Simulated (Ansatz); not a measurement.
**Response to strain in Sn**

Base system: Sn in the diamond structure (space group Fd-3m, No. 227; a = 6.656 Å; relaxed with 0.1 eV smearing). Axes: x, y, z lie along the cube axes.

Strains are applied to the cell and any free atomic positions relax; under biaxial strain the out-of-plane vector relaxes too.

Method: DFT with PBE, PAW potentials and a 420 eV plane-wave cutoff in Ansatz (an electronic-structure program), without spin-orbit coupling.

Notes on the quantities. energy relative to the base: free energy F; pressure: mean of the normal stresses, compression positive.

```csv
case,energy relative to the base,out-of-plane strain,pressure,shortest interatomic distance
base,0 meV/atom,–,0.0 GPa,2.882 Å
"biaxial strain −3.00 %, plane normal [001], relaxed out of plane",+12 meV/atom,+2.88 %,1.2 GPa,2.853 Å
"biaxial strain −2.50 %, plane normal [001], relaxed out of plane",+8.5 meV/atom,+2.39 %,1.0 GPa,2.858 Å
"biaxial strain −2.00 %, plane normal [001], relaxed out of plane",+5.4 meV/atom,+1.91 %,0.8 GPa,2.863 Å
"biaxial strain −1.50 %, plane normal [001], relaxed out of plane",+3.0 meV/atom,+1.43 %,0.6 GPa,2.867 Å
"biaxial strain −1.00 %, plane normal [001], relaxed out of plane",+1.3 meV/atom,+0.96 %,0.4 GPa,2.872 Å
"biaxial strain +0.50 %, plane normal [001], relaxed out of plane",+0.3 meV/atom,-0.48 %,-0.2 GPa,2.887 Å
"biaxial strain +1.50 %, plane normal [001], relaxed out of plane",+2.8 meV/atom,-1.45 %,-0.5 GPa,2.897 Å
"biaxial strain +2.00 %, plane normal [001], relaxed out of plane",+4.9 meV/atom,-1.93 %,-0.7 GPa,2.903 Å
"biaxial strain +2.50 %, plane normal [001], relaxed out of plane",+7.6 meV/atom,-2.42 %,-0.8 GPa,2.908 Å
```

No phonon test of stability was made.
